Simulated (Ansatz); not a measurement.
Partial pair distribution functions of a relaxed model of amorphous Si24O47H2, broadened by 0.06 Å; density 2.19 g/cm³. Computed with PBE, scalar-relativistic without spin-orbit coupling (plane waves to 420 eV, PAW; Ansatz, a first-principles code). The usual formal charges leave 4 electrons over, so the level spacing at the Fermi energy parts defect or band states and needn't be the band gap.

The cell was made by melting and quenching with the CHGNet potential and then relaxed with DFT. O atoms were pushed apart under 1.9 Å during the dynamics, to hinder bonds among them. The hot cell started wider than the set density and was brought back towards it in steps. It is the lowest in DFT energy of 4 quenches. It is a model cell: composition and starting density were chosen by hand, and all elements were melted together. No dispersion term was used. Its density started from a set value of 2.19 and ended at 2.19 g/cm³. The quench (nominally 670 K/ps over its main leg) was far faster than any real one, so the model tends to hold more defects than a real film. A cell of this size samples the disorder only roughly. The volume was held where the preparation left it, at a PBE pressure of -0.9 GPa (tension). Stress components on the final sampling reach 2.9 GPa. On a 2×2×2 Γ-centred mesh force components of up to 0.26 eV/Å stay, since the relaxation ran on the zone centre alone.

```json
[
 {"r (Å)": "1.35", "g Si-O": "0.00", "g Si-Si": "0.00", "g O-O": "0.00"},
 {"r (Å)": "1.45", "g Si-O": "0.28", "g Si-Si": "0.00", "g O-O": "0.00"},
 {"r (Å)": "1.55", "g Si-O": "7.21", "g Si-Si": "0.00", "g O-O": "0.00"},
 {"r (Å)": "1.65", "g Si-O": "15.33", "g Si-Si": "0.00", "g O-O": "0.00"},
 {"r (Å)": "1.75", "g Si-O": "3.42", "g Si-Si": "0.00", "g O-O": "0.00"},
 {"r (Å)": "1.85", "g Si-O": "0.51", "g Si-Si": "0.00", "g O-O": "0.00"},
 {"r (Å)": "1.95", "g Si-O": "0.04", "g Si-Si": "0.00", "g O-O": "0.00"},
 {"r (Å)": "2.05", "g Si-O": "0.00", "g Si-Si": "0.00", "g O-O": "0.00"},
 {"r (Å)": "2.15", "g Si-O": "0.00", "g Si-Si": "0.00", "g O-O": "0.00"},
 {"r (Å)": "2.25", "g Si-O": "0.00", "g Si-Si": "0.00", "g O-O": "0.03"},
 {"r (Å)": "2.35", "g Si-O": "0.00", "g Si-Si": "0.00", "g O-O": "0.10"},
 {"r (Å)": "2.45", "g Si-O": "0.00", "g Si-Si": "0.10", "g O-O": "0.36"},
 {"r (Å)": "2.55", "g Si-O": "0.00", "g Si-Si": "0.30", "g O-O": "3.13"},
 {"r (Å)": "2.65", "g Si-O": "0.00", "g Si-Si": "0.06", "g O-O": "6.01"},
 {"r (Å)": "2.75", "g Si-O": "0.00", "g Si-Si": "0.06", "g O-O": "4.29"},
 {"r (Å)": "2.85", "g Si-O": "0.01", "g Si-Si": "0.62", "g O-O": "1.19"},
 {"r (Å)": "2.95", "g Si-O": "0.08", "g Si-Si": "2.61", "g O-O": "0.57"},
 {"r (Å)": "3.05", "g Si-O": "0.24", "g Si-Si": "4.25", "g O-O": "0.55"},
 {"r (Å)": "3.15", "g Si-O": "0.37", "g Si-Si": "4.42", "g O-O": "0.39"},
 {"r (Å)": "3.25", "g Si-O": "0.34", "g Si-Si": "2.13", "g O-O": "0.31"},
 {"r (Å)": "3.35", "g Si-O": "0.55", "g Si-Si": "0.32", "g O-O": "0.39"},
 {"r (Å)": "3.45", "g Si-O": "1.12", "g Si-Si": "0.02", "g O-O": "0.32"},
 {"r (Å)": "3.55", "g Si-O": "1.35", "g Si-Si": "0.00", "g O-O": "0.43"},
 {"r (Å)": "3.65", "g Si-O": "1.38", "g Si-Si": "0.00", "g O-O": "0.56"},
 {"r (Å)": "3.75", "g Si-O": "1.67", "g Si-Si": "0.12", "g O-O": "0.64"},
 {"r (Å)": "3.85", "g Si-O": "1.49", "g Si-Si": "0.32", "g O-O": "0.74"},
 {"r (Å)": "3.95", "g Si-O": "1.33", "g Si-Si": "0.42", "g O-O": "0.79"},
 {"r (Å)": "4.05", "g Si-O": "1.63", "g Si-Si": "0.44", "g O-O": "0.86"},
 {"r (Å)": "4.15", "g Si-O": "1.99", "g Si-Si": "0.81", "g O-O": "0.65"},
 {"r (Å)": "4.25", "g Si-O": "1.87", "g Si-Si": "1.24", "g O-O": "0.64"},
 {"r (Å)": "4.35", "g Si-O": "1.64", "g Si-Si": "0.88", "g O-O": "0.87"},
 {"r (Å)": "4.45", "g Si-O": "0.86", "g Si-Si": "0.68", "g O-O": "0.98"},
 {"r (Å)": "4.55", "g Si-O": "0.53", "g Si-Si": "0.84", "g O-O": "1.21"},
 {"r (Å)": "4.65", "g Si-O": "0.54", "g Si-Si": "1.08", "g O-O": "1.09"},
 {"r (Å)": "4.75", "g Si-O": "0.55", "g Si-Si": "1.33", "g O-O": "1.17"},
 {"r (Å)": "4.85", "g Si-O": "0.61", "g Si-Si": "1.36", "g O-O": "1.30"},
 {"r (Å)": "4.95", "g Si-O": "0.76", "g Si-Si": "1.21", "g O-O": "1.43"},
 {"r (Å)": "5.05", "g Si-O": "0.73", "g Si-Si": "1.57", "g O-O": "1.70"},
 {"r (Å)": "5.15", "g Si-O": "0.82", "g Si-Si": "1.54", "g O-O": "1.80"}
]
```

Within 1.98 Å each Si has 3.92 O neighbours on average.
